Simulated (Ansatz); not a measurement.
Start from CsPbCl3 in the cubic perovskite structure (space group Pm-3m, No. 221).

```
CELL_PARAMETERS angstrom
      5.52086     0.00000     0.00000
      0.00000     5.52086     0.00000
      0.00000     0.00000     5.52086
ATOMIC_POSITIONS crystal
  Cs 0.00000 0.00000 0.00000
  Pb 0.50000 0.50000 0.50000
  Cl 0.50000 0.00000 0.50000
  Cl 0.00000 0.50000 0.50000
  Cl 0.50000 0.50000 0.00000
```

Cartesian axes are those of the cell as printed.

Method: LDA in Ansatz (plane waves to 420 eV, PAW, without spin-orbit coupling).

Before the change:

- Valley order: R along ⟨111⟩ 1.53 eV; Γ 2.75 eV
- Hole mass: 0.14 mₑ (at R)

One thing is altered: tensor shear ε_xy = +0.67 % (engineering shear γ = 0.0134); the atoms relax in the strained cell.

What does the calculation give for the valley order, hole mass, stress and energy relative to the base after the change?

The valley order (the lowest conduction-band minima on the path, energy above the VBM, named in the base's zone) becomes R along [111] 1.50 eV; M along [101] 2.20 eV; Γ 2.75 eV (base: R along ⟨111⟩ 1.53 eV; Γ 2.75 eV); the hole mass is still 0.14 mₑ (at R); the stress (xx, yy, zz, yz, xz, xy; compression positive) comes out as (0.00, 0.00, 0.00, 0.00, 0.00, -0.06) GPa; the energy is nearly the same.

With Pb present, leaving out spin-orbit coupling can change the band edges. The levels and masses belong to the bands next to the band gap. Effective masses come from finite differences of ±0.01 Å⁻¹. No phonon test of stability was made. Many cubic perovskites are stable only at high temperature; tilts and polar distortions were not tested. This is not the structure that CsPbCl3 has at room temperature and ambient pressure.

Ansatz is a program for electronic structure.
